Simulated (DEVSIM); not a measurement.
Structure: abrupt In0.53Ga0.47As p-n junction, at 300 K.

Layer 1 from the left is In0.53Ga0.47As, thickness (μm) 0.270, Na (cm⁻³) 7.3e15, τn (s) 3.4e-8, τp (s) 3.4e-8. Layer 2 from the left is In0.53Ga0.47As, thickness (μm) 17.0, Nd (cm⁻³) 8.3e14, τn (s) 3.4e-8, τp (s) 3.4e-8.

Left contact: ohmic. Right contact: ohmic. Voltage is applied to the left contact. Recombination: SRH at mid-gap. Mobility is μmin + (μ − μmin)/(1 + (N/Nref)^α).

Constants are typed, rounded textbook-type inputs, not results; the design itself was drawn at random and stands for no fabricated device. Values at 300 K.

In0.53Ga0.47As: gap (eV) 0.74, affinity (eV) 4.51, permittivity 13.9, Nc (cm⁻³) 2.1e17, Nv (cm⁻³) 7.7e18, μn (cm²/Vs) 12000, μp (cm²/Vs) 300, μn,min 300, μp,min 10, Nref,n 1.3e17, Nref,p 4.9e17, αn 0.48, αp 0.4.

Simulated with DEVSIM: 1D drift-diffusion, Boltzmann statistics, complete ionisation; no tunnelling, impact ionisation, image-force lowering or self-heating.

Dark forward current:

| |V| (V) | |J| (A/cm²) |
|---|---|
| 0.05 | 0.001090 |
| 0.10 | 0.008137 |
| 0.15 | 0.05445 |
| 0.20 | 0.3559 |
| 0.25 | 2.170 |
| 0.30 | 10.15 |
| 0.35 | 29.95 |
| 0.40 | 61.54 |
| 0.45 | 103.4 |
| 0.50 | 155.3 |
| 0.55 | 217.4 |
| 0.60 | 290.1 |
| 0.65 | 373.4 |
| 0.70 | 467.6 |
| 0.75 | 572.7 |
| 0.80 | 688.6 |
| 0.85 | 815.4 |
| 0.90 | 953.0 |
| 0.95 | 1101 |
| 1.00 | 1260 |
| 1.05 | 1429 |
| 1.10 | 1609 |
| 1.15 | 1798 |
| 1.20 | 1998 |

Problem. Work out the local ideality factor n = ΔV / (kT/q · ln(J2/J1)) between the rows 0.15 and 0.20 V, 1.15 and 1.20 V.

Solution. kT/q = 25.85 mV. From 0.15 to 0.20 V: ln(0.3559/0.05445) = 1.877, n = 1.03, near the 1 of diffusion or emission over a barrier. From 1.15 to 1.20 V: ln(1998/1798) = 0.105, n = 18.34.

Problem. Estimate the current at 0.15 V from the Shockley equation with J0 = Σ q ni² D/(N L) coth(W/L), τ joining the SRH, radiative and Auger lifetimes that are on, and W taken as the whole layer.

Solution. ni² = 5.97e23 cm⁻⁶; electrons in the p layer: μ = 9650 cm²/Vs, D = 250 cm²/s, τ = 3.40e-8 s, L = 29.1 μm, W/L = 0.0093, term 0.000121 A/cm²; holes in the n layer: μ = 279 cm²/Vs, D = 7.21 cm²/s, τ = 3.40e-8 s, L = 4.95 μm, W/L = 3.4, term 1.68e-6 A/cm². J0 = 0.000123 A/cm², and J = J0 exp(qV/kT) = 0.0407 A/cm². The simulation gives 0.0544 A/cm²; the estimate lies 25 % below. The estimate leaves out recombination in the depletion region and that region's share of W.
